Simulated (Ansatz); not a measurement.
Consider ZnS in the zinc blende structure (space group F-43m, No. 216; a = 5.389 Å).

Now apply this change: Se replaces 75.0 % of the S, ordered in a cell of 8 atoms (starting symmetry P-43m) and fully relaxed.

The other end (x = 1) is ZnSe in the zinc blende structure (space group F-43m, No. 216): 22.73 Å³/atom, gap 1.87 eV.

Levels (all Ansatz, an electronic-structure program, PAW): r2SCAN (500 eV, without spin-orbit coupling); HSE06 (420 eV, no SOC).

The geometry is relaxed with r2SCAN.

```
Property          Result
---------------  -------
r2SCAN band gap  2.01 eV
```

What does HSE06 give at this geometry for the band gap?

The band gap grows by 0.572 eV, from 2.01 eV to 2.59 eV.

Single points use the geometry relaxed with r2SCAN. Each cell is one ordered arrangement of few atoms, which overstates ordering effects compared with a random alloy. No phonon test of stability was made.
